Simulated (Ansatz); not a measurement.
Gaps and masses across 12 crystals of space group F-43m

All by Ansatz (a quantum-chemistry and plane-wave program) with PBEsol, rigid bands; geometry: cell and atoms relaxed with PBEsol.

| Crystal | volume per atom (Å³) | band gap | electron conductivity mass | E_g(mₑ/m* − 1) |
|---|---|---|---|---|
| GaAs | 22.6 | 0.42 eV | 0.033 mₑ | 12.5 eV |
| CdSe | 28.1 | 0.48 eV | 0.061 mₑ | 7.4 eV |
| InP | 25.4 | 0.57 eV | 0.056 mₑ | 9.6 eV |
| BAs | 13.5 | 1.08 eV | 0.30 mₑ | - |
| BP | 11.5 | 1.11 eV | 0.33 mₑ | - |
| SiC | 10.3 | 1.24 eV | 0.30 mₑ | - |
| AlAs | 22.8 | 1.34 eV | 0.33 mₑ | - |
| AlP | 20.5 | 1.45 eV | 0.33 mₑ | - |
| GaP | 20.1 | 1.45 eV | 0.34 mₑ | - |
| BeSe | 16.9 | 2.47 eV | 0.35 mₑ | - |
| BeS | 14.2 | 2.91 eV | 0.37 mₑ | - |
| BN | 5.9 | 4.30 eV | 0.39 mₑ | - |

The last column is given only where the electrons sit in one nearly round valley (density-of-states mass close to the conductivity mass).

Question: Does the electron mass follow the gap, and the gap the size of the cell?

Answer: The mass follows the gap closely (rank correlation 0.96), and the gap follows the volume per atom loosely and inversely (-0.52). Rows with one valley and with several are mixed here. Lightest electrons: GaAs (F-43m); heaviest: BN (F-43m).

Masses are for dilute carriers at 300 K, harmonic means over directions unless an axis is named. Spin-orbit coupling is left out.
